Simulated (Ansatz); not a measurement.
**A computed series for C: pressure series**

The reference is C in the graphite type structure (space group P6_3/mmc, No. 194; a = 2.458 Å, c = 6.563 Å; layered, stacked along the Cartesian z axis).

Cell and atoms are relaxed at each pressure.

Method: PBEsol-D3(BJ) (Ansatz, a quantum-chemistry and plane-wave program, PAW, scalar-relativistic without spin-orbit coupling).

| pressure (GPa) | volume per atom (Å³/atom) |
|---|---|
| -2 | 9.720 |
| -1 | ? |
| 0 | 8.588 |
| 0.3 | 8.520 |
| 0.7 | 8.433 |
| 1.5 | 8.289 |
| 3 | 8.077 |
| 5 | 7.862 |
| 10 | 7.476 |

### Question
Fit the third-order Birch–Murnaghan form P(V) = (3B₀/2)[(V₀/V)^(7/3) − (V₀/V)^(5/3)]·[1 + (3/4)(B₀′ − 4)((V₀/V)^(2/3) − 1)] (squares taken in P) to the rows shown and predict the withheld row.

### Answer
Least squares on the printed values gives V₀ = 8.583 Å³/atom, B₀ = 36.1 GPa, B₀′ = 11.2; this predicts 8.877 Å³/atom, and the run gives 8.901 Å³/atom, 0.024 higher.

Measured bulk modulus of C: 33.8 GPa (room temperature; as listed in Wengen Ouyang et al., Journal of Chemical Theory and Computation (2019)); the computed value is for a static lattice, so the two differ by thermal effects too.

The mesh was chosen for an insulator and is coarse for the gapless case. Load acts through the strain it causes; cell and atoms are relaxed under it. Stability against distortions was not tested. Competing high-pressure phases were not computed.
